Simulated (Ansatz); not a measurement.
# CdTe: response to strain

Base system: CdTe in the zinc blende structure (space group F-43m, No. 216; a = 6.5576 Å).

Strains are applied to the cell and any free atomic positions relax.

Levels (all Ansatz, an electronic-structure program, PAW): r2SCAN (500 eV, spin-orbit coupling left out); HSE06 (420 eV, scalar-relativistic without spin-orbit coupling).

```
isotropic strain (%)  band gap, r2SCAN (eV)  band gap, HSE06 (eV)
--------------------  ---------------------  --------------------
-2.67                                  1.43                  1.79
-0.25                                     ?                     ?
-0.15                                  1.18                  1.53
0                                      1.17                  1.51
```

Q: Fit E_g = E₀ + Dε (ε in %) to the rows shown and predict the withheld row.

A: Least squares on the printed values gives 

- r2SCAN: E₀ = 1.17 eV, D = -98.2 meV per % of strain (largest residual 0.00 eV); this predicts 1.19 eV, and the run gives 1.19 eV, in agreement
- HSE06: E₀ = 1.51 eV, D = -104 meV per % of strain (largest residual 0.00 eV); this predicts 1.54 eV, and the run gives 1.54 eV, in agreement.

Single points use the geometry relaxed with r2SCAN. Spin-orbit coupling, missing from the scalar runs, can matter with Te. Stability against distortions was not tested.
